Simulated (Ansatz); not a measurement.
Abridged Ansatz (an electronic-structure program) output:

```
Relaxation: its limit of steps is 50 (relax.max_steps)
Pseudopotential: Ag, paw, valence charge 19
Crystal: 1 atoms, lattice volume = 16.341 Å³
Basis set: ecut = 420 eV, 331 PW (Γ), exchange–correlation on 40×40×40 points (8 copies of the dense FFT grid, shifted against one another)
Bands: 14, of which v1, the nominal top of the filled ones, is band 10 counted from 1 (9 counted from 0)
Symmetry: 48 space group operations
k-points: 560 of 19683
Functional: x = pbe(κ = 0.804, μ = 0.2195149727645171), c = pbe(β = 0.06672455060314922)
SCF iter   1: F=—  HF=-7590.828300 eV  |F-HF|=—  |Δ(HF+E_count)|=         —  Δρ=7.30e-2  dr2=9.16e-1  ethr=3.10e-3  ⟨swp⟩=5.0  Hψ=39390  notcnv=0
SCF iter   2: F=—  HF=-7590.606250 eV  |F-HF|=—  |Δ(HF+E_count)|=   2.22e-1  Δρ=2.68e-2  dr2=1.24e-1  ethr=3.10e-3  ⟨swp⟩=2.6  Hψ=15969  notcnv=0  defer=74
SCF 1 converged in 7 iterations: F = -7590.573960 eV  dr2 = 5.94e-12
relax step   1: F+E_penalty+E_count = -7590.57396003 eV  Δ(F+E_penalty+E_count) = +0.000e0 eV  max|allowed force component| = 0.000e0 eV/Å  Δτ_max = 0.0000 Å  (7 SCF iters, accepted)
SCF converged after 7 iterations
Free energy (F): -7590.573960 eV
Internal energy: -7590.564728 eV  (E = F + TS)
E sigma→0 (E₀):  -7590.569344 eV
Entropy (-TS):   -0.009232 eV (-9.232 meV/atom)
Fermi energy:    18.269744 eV
--- Forces (eV/Å), atoms counted from 1 ---
  atom   1  Ag    -0.00000000     0.00000000     0.00000000
--- Stress (GPa, compression-positive) ---
       10.404548      -0.000000       0.000000
       -0.000000      10.404548      -0.000000
        0.000000       0.000000      10.404548
  P = ⅓ Tr σ = 10.4045 GPa (104.045 kbar)
--- Relaxed structure (1 steps of the walk, 1 accepted, 0 SCFs on fresh bases) ---
  atoms:
    - { symbol: Ag, position: [0.0, 0.0, 0.0] }
```

Task: What was computed, and what are the main results?

Result: Ag, 1 atom in the cell, with DFT with PBE, PAW potentials and a 420 eV plane-wave cutoff in Ansatz, scalar-relativistic without spin-orbit coupling, earlier PAW set. The last SCF converged to F = -7590.573960 eV, or -7590.5740 eV per atom, at a pressure of 10.40 GPa. The total energy compares only with runs of the same code, potentials and settings.

The cells carry an imposed strain or load. Whether these cells are dynamically stable was not tested. The cell was made from Ag in the fcc (Cu type) structure (space group Fm-3m, No. 225) by this change: isotropic strain −2.91 %.

Keys are those of Ansatz 0.2.
